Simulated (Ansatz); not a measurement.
The reference is PbTe in the rock salt structure (space group Fm-3m, No. 225; a = 6.569 Å).

Modification: the cell is scaled by 0.9918 in all directions, atoms relaxed at fixed cell.

The values are results of Kohn–Sham DFT with the PBE functional, run in Ansatz (a quantum-chemistry and plane-wave program) with PAW and 420 eV plane waves, spin-orbit coupling left out, earlier PAW set, not measurements.

Base, band edges from the VBM (valence, conduction): X -2.51, 3.52; W -0.28, 1.73; L 0.00, 0.83; Γ -1.16, 4.03; K -1.88, 3.54; U -1.88, 3.54 eV.

**Question.** Give the band edges at the high-symmetry points of the new zone, measured from its valence-band maximum.

**Answer.** 
```
point  valence edge (eV)  conduction edge (eV)
-----  -----------------  --------------------
Γ                  -1.25                  4.06
X                  -2.65                  3.41
U                  -1.98                  3.56
K                  -1.98                  3.56
L                   0.00                  0.79
W                  -0.32                  1.71
```

The gap is 0.79 eV, direct at L.

With Pb and Te present, leaving out spin-orbit coupling can change the band edges. The cells carry an imposed strain or load. Stability against distortions was not tested.
